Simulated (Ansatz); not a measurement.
Start from BaTiO$_{3}$ in the cubic perovskite structure (space group Pm-3m, No. 221; a = 4.019 Å).

(Cell as relaxed with PBE.)

Levels (all Ansatz, a program for electronic structure, PAW): PBE (420 eV, no SOC); r2SCAN (500 eV, scalar-relativistic without spin-orbit coupling).

Each level relaxes its own structure.

```json
[
 {"base": "volume per atom", "PBE": "12.99 Å³", "r2SCAN": "12.74 Å³"},
 {"base": "lattice parameter a", "PBE": "4.019 Å", "r2SCAN": "3.994 Å"},
 {"base": "band gap", "PBE": "1.78 eV", "r2SCAN": "2.17 eV"}
]
```

The change: full substitution Ti → Zr; the structure is relaxed again.

| quantity | PBE | r2SCAN |
|---|---|---|
| volume per atom | 15.11 Å³ | [?] |
| band gap | 3.18 eV | [?] |
| smallest direct gap | 3.40 eV | [?] |
| shift of the gap caused by the change | +1.40 eV | [?] |

**Question.** Given the PBE results, estimate those of r2SCAN.

**Answer.** 
- volume per atom, r2SCAN: 14.87 Å³
- band gap, r2SCAN: 3.73 eV
- smallest direct gap, r2SCAN: 3.96 eV
- shift of the gap caused by the change, r2SCAN: +1.56 eV

PBE's volume per atom lies 0.24 Å³ above r2SCAN's (1.6 %); PBE's band gap lies 0.55 eV below r2SCAN's; PBE's smallest direct gap lies 0.56 eV below r2SCAN's; PBE's shift of the gap caused by the change lies 0.16 eV below r2SCAN's. Neither level is exact; r2SCAN is the comparison here, not a measurement.

No phonon test of stability was made. The final runs are not spin-polarised. Many cubic perovskites are stable only at high temperature; tilts and polar distortions were not tested. This is not the structure that BaTiO3 has at room temperature and ambient pressure.
